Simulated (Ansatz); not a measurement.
Start from BN in the zinc blende structure (space group F-43m, No. 216).

```
CELL_PARAMETERS angstrom
      0.00000     1.80256     1.80256
      1.80256     0.00000     1.80256
      1.80256     1.80256     0.00000
ATOMIC_POSITIONS crystal
  N  0.75000 0.75000 0.75000
  B  0.00000 0.00000 0.00000
```

Calculations: PBEsol in Ansatz (plane waves to 420 eV, PAW, no spin-orbit coupling), earlier PAW set.

One change was made to it. Results:

The band gap goes from 4.29 eV to zero; the shortest interatomic distance rises by 0.140 Å (1.561 Å → 1.701 Å).

Task: Which of these changes matches the shifts?
(A) B → Ge
(B) B → Be
(C) B → Al

Result: B, B → Be. For comparison, the shortest interatomic distance in the other runs: B → Ge gives 2.046 Å; B → Al gives 1.895 Å.

Stability against distortions was not tested. As relaxed here, BeN and GeN are hypothetical phases, not in the database extracts checked. The final runs are not spin-polarised. An odd electron count without spin: BeN and GeN. This is not the structure that AlN has at room temperature and ambient pressure.

Ansatz is a quantum-chemistry and plane-wave program.
